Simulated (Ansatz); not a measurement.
Troubleshooting Ansatz (a quantum-chemistry and plane-wave program): a failed run on P (Pm-3n, 8 atoms in the cell). The aim is a self-consistent single point with DFT, LDA (PW92), plane waves, default PAW files made with PBE.

The input file:

Ansatz 0.2 input:
```yaml
crystal:
  lattice:
    - [4.920558, 0.000000, 0.000000]
    - [0.000000, 4.920558, 0.000000]
    - [0.000000, 0.000000, 4.920558]
  atoms:
    - { symbol: P, position_ang: [0.249999, 0.000000, 0.499998] }
    - { symbol: P, position_ang: [0.750001, 0.000000, 0.499998] }
    - { symbol: P, position_ang: [0.000000, 0.499998, 0.249999] }
    - { symbol: P, position_ang: [0.000000, 0.499998, 0.750001] }
    - { symbol: P, position_ang: [0.499998, 0.249999, 0.000000] }
    - { symbol: P, position_ang: [0.499998, 0.750001, 0.000000] }
    - { symbol: P, position_ang: [0.000000, 0.000000, 0.000000] }
    - { symbol: P, position_ang: [0.499998, 0.499998, 0.499998] }
kpoints:
  mp_grid: { grid: [4, 4, 4] }
hamiltonian:
  xc: lda
  pseudopotentials: { kind: paw }
scf:
  occupations: { method: cold, width: 0.1 }
output:
  forces: true
  eigenvalues: true
  stress: true
```

The program printed (abridged):

```
WARN basis.ecutwfc = 420 eV, the default
WARN ansatz: RAYON_NUM_THREADS=1 ignored (pool sized by the plan → 1); use --threads N
Pseudopotentials: kind: paw
Pseudopotential: P, paw, valence charge 5
Error: SCF: the overlap matrix is not positive definite, so this SCF or pass stopped before solving anything: energies and bands computed with it would not be physical. With PAW pseudopotential files every eigenvalue of that matrix must be above 0; at 14 of 14 k-points the lowest is not, and the worst, at k-point 7 (counted from zero), is -7.0e-2 (as computed, with no allowance for rounding). The cause is the files, the structure or the cutoff, not the eigensolver. Where the projector spheres of two atoms overlap (a projector without an augmentation charge has none), move the closest atoms apart or use files with smaller projector spheres; norm-conserving files [...]
```

From the messages shown, name the fault and mend the input.

The fault is this: fractional positions typed under position_ang; here the program stops on it instead of giving results. To fix it, make label and numbers agree, by changing either. The program stopped before any SCF iteration.

The sound input it was made from differs as follows (other fixes are possible):
```diff
-    - { symbol: P, position_ang: [0.249999, 0.000000, 0.499998] }
-    - { symbol: P, position_ang: [0.750001, 0.000000, 0.499998] }
-    - { symbol: P, position_ang: [0.000000, 0.499998, 0.249999] }
-    - { symbol: P, position_ang: [0.000000, 0.499998, 0.750001] }
-    - { symbol: P, position_ang: [0.499998, 0.249999, 0.000000] }
-    - { symbol: P, position_ang: [0.499998, 0.750001, 0.000000] }
-    - { symbol: P, position_ang: [0.000000, 0.000000, 0.000000] }
-    - { symbol: P, position_ang: [0.499998, 0.499998, 0.499998] }
+    - { symbol: P, position: [0.250000, 0.000000, 0.500000] }
+    - { symbol: P, position: [0.750000, 0.000000, 0.500000] }
+    - { symbol: P, position: [0.000000, 0.500000, 0.250000] }
+    - { symbol: P, position: [0.000000, 0.500000, 0.750000] }
+    - { symbol: P, position: [0.500000, 0.250000, 0.000000] }
+    - { symbol: P, position: [0.500000, 0.750000, 0.000000] }
+    - { symbol: P, position: [0.000000, 0.000000, 0.000000] }
+    - { symbol: P, position: [0.500000, 0.500000, 0.500000] }
```

With that input, the run converged in 6 iterations: free energy E − TS (on the zero of these files) -5801.4771 eV; Fermi level (on the code's own zero) 10.54 eV; pressure -6.59 GPa (DFT, LDA (PW92), plane waves, default PAW files made with PBE).

On the sound input: the starting cell was generated: these elements placed on a structure prototype, without a prior relaxation; it need not be a known phase or ordering of this composition. With a pressure of about -7 GPa the cell is away from its equilibrium volume at this level. Ansatz's pressure includes its estimate of the finite-basis (Pulay) stress.
